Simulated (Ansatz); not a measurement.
# The (100) surface of rock-salt TiC, O on all C sites of the second plane (bottom of the slab: a bare face, its two planes held)

These are PBE (plane waves to 420 eV, PAW; Ansatz, a quantum-chemistry and plane-wave program) values and carry that method's errors.

Set-up: 12 atoms, 10.7 Å thick at the start with caps and adatoms (thin: gaps and levels are the slab's own); mesh 12x12x1; 0.1 eV smearing; dipole correction on; 4 atoms held, the rest relaxed; start symmetry kept, larger cells not searched; no spin, no spin-orbit, no U. It is one candidate, not shown to be the stable structure of the face.

```json
{
 "work_function_of_the_top_face": "3.75 eV",
 "energy_released_by_relaxation": "0.14 eV",
 "cost": "about 2.7 core-minutes (a rough figure)"
}
```
